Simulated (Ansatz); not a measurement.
Start from CdTe in the zinc blende structure (space group F-43m, No. 216; a = 6.619 Å).

(Cell as relaxed with PBE.)

Levels (all Ansatz, a first-principles code, PAW, earlier PAW set): PBE (420 eV, scalar-relativistic without spin-orbit coupling); r2SCAN (500 eV, no spin-orbit coupling).

Each level relaxes its own structure.

| base | PBE | r2SCAN |
|---|---|---|
| volume per atom | 36.24 Å³ | 35.26 Å³ |
| lattice parameter a | 6.619 Å | 6.558 Å |
| band gap | 0.58 eV | 1.16 eV |

It is then changed as follows: a hydrostatic pressure of 9 GPa.

```json
[
 {"quantity": "valley order (the lowest conduction-band minima on the path, energy above the VBM, named in the base's zone)", "PBE": "Γ 1.10 eV; L along ⟨111⟩ 1.92 eV; X along ⟨100⟩ 2.36 eV", "r2SCAN": "(withheld)"},
 {"quantity": "lattice parameter a", "PBE": "6.253 Å", "r2SCAN": "(withheld)"},
 {"quantity": "electron mass", "PBE": "0.082 mₑ (at Γ)", "r2SCAN": "(withheld)"}
]
```

**Question.** Given the PBE results, estimate those of r2SCAN.

**Answer.** 
- valley order (the lowest conduction-band minima on the path, energy above the VBM, named in the base's zone), r2SCAN: Γ 1.67 eV; L along ⟨111⟩ 2.36 eV; X along ⟨100⟩ 2.60 eV
- lattice parameter a, r2SCAN: 6.227 Å
- electron mass, r2SCAN: 0.11 mₑ (at Γ)

Both order the valleys alike; PBE's lattice parameter a lies 0.026 Å above r2SCAN's (0.4 %). Neither level is exact; r2SCAN is the comparison here, not a measurement.

Spin-orbit coupling, missing from the scalar runs, can matter with Te. Load acts through the strain it causes; cell and atoms are relaxed under it. Effective masses come from finite differences of ±0.01 Å⁻¹. No phonon test of stability was made. Measured, CdTe leaves this structure (for cinnabar) near 3.53 GPa (temperature not stated; as listed in Datta, Sujoy, Jana, Debnarayan, arXiv (2020)), on rising pressure, with hysteresis.
